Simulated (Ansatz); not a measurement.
Reference: TiC (Fm-3m), PBEsol, DFPT electron-phonon coupling, linearised Boltzmann equation (plane waves, PAW, scalar-relativistic; Ansatz, a program for electronic structure); geometry: relaxed with this functional, without spin-orbit coupling.

```yaml
crystal:
  lattice:
    - [0.00000, 2.14661, 2.14661]
    - [2.14661, 0.00000, 2.14661]
    - [2.14661, 2.14661, 0.00000]
  atoms:
    - { symbol: Ti, position: [0.00000, 0.00000, 0.00000] }
    - { symbol: C, position: [0.50000, 0.50000, 0.50000] }
```

The resistivity at 300 K is 12.5 μΩ·cm.

**Question.** Swap Ti for Hf, keeping the structure type. How do these values move?

**Answer.** HfC (Fm-3m): volume per atom 9.9 to 12.2 Å³; resistivity at 300 K stays about the same (12.5 μΩ·cm to 13.5 μΩ·cm).

**Question.** Swap Ti for Zr, keeping the structure type. How do these values move?

**Answer.** ZrC (Fm-3m): volume per atom 9.9 to 12.7 Å³; resistivity at 300 K rises (12.5 μΩ·cm to 16.1 μΩ·cm).

**Question.** Replace Ti by Nb on the same sites and relax. What happens?

**Answer.** NbC (Fm-3m): volume per atom 9.9 to 11.0 Å³; resistivity at 300 K rises (12.5 μΩ·cm to 18.1 μΩ·cm).

Moves up to 15 % count as about the same. Metals; harmonic phonons alone scatter; means over directions. Halving the electron mesh moves these values by up to 10 %; q meshes are mostly untested. Spin-orbit coupling is left out.

The missing spin-orbit coupling matters most for HfC (Fm-3m).
